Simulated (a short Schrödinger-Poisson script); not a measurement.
Stack: MOS inversion layer, SiO2 on p-type Si(100), at 300 K.

```csv
layer,material,thickness (nm),Na (cm⁻³)
1,SiO2,2.4,-
2,Si,340,1.6e18
```

Constants are typed, rounded textbook-type inputs, not results; the design itself was drawn at random and stands for no fabricated device. SiO2: permittivity 3.9, conduction-band edge (eV) 3.15, gap (eV) 9, electron mass (mₑ) 0.5. Si: permittivity 11.7, conduction-band edge (eV) 0, gap (eV) 1.124, Nv at 300 K (cm⁻³) 3.1e19.

Channel valleys (confinement mass, in-plane density-of-states mass, number): Δ2 0.916, 0.19, 2; Δ4 0.19, 0.417, 4. At the gate the conduction-band edge of layer 1 lies 3.6 eV − eVg above the Fermi level of the channel; the field vanishes at the back. Gaps are held at their typed values at every temperature. Mesh 0.03 nm at interfaces.

Solved with a short Schrödinger-Poisson script written for these runs: 1D Poisson equation in equilibrium, electrons quantum, Hartree (BenDaniel-Duke, 12 states a valley, the channel's in-plane mass for all, wave functions free to enter the dielectric), parabolic valleys, classical holes, full ionisation, no traps, pinning or gate leakage.

The same stack at other levels of the model or other numerical settings:

| run | sheet density of all electrons at Vg = 2.4 V (cm⁻²) | sheet density of all electrons at Vg = 1.2 V (cm⁻²) | capacitance at Vg = 2.4 V (μF/cm²) | centroid of the channel electrons at Vg = 2.4 V (nm) | rough cost against the base |
|---|---|---|---|---|---|
| base | 9.99e12 | 9.85e11 | 1.26 | 1.12 | about 1 |
| electrons treated as classical, Boltzmann | 1.20e13 | 1.90e12 | 1.39 | 0.25 | 0.03 |
| electrons treated as classical, Fermi-Dirac | 1.14e13 | [?] | [?] | [?] | 0.2 |
| mesh six times as coarse | 9.96e12 | 9.78e11 | 1.26 | 1.12 | 0.2 |
| one subband a valley | 9.98e12 | 9.82e11 | 1.26 | 1.11 | 0.4 |

**Question.** Fill in the missing entries.

**Answer.** 
- electrons treated as classical, Fermi-Dirac, centroid of the channel electrons at Vg = 2.4 V (nm): 0.42
- electrons treated as classical, Fermi-Dirac, capacitance at Vg = 2.4 V (μF/cm²): 1.33
- electrons treated as classical, Fermi-Dirac, sheet density of all electrons at Vg = 1.2 V (cm⁻²): 1.82e12

The classical rows ignore confinement, and Boltzmann statistics overrate the density once the band edge passes the Fermi level.
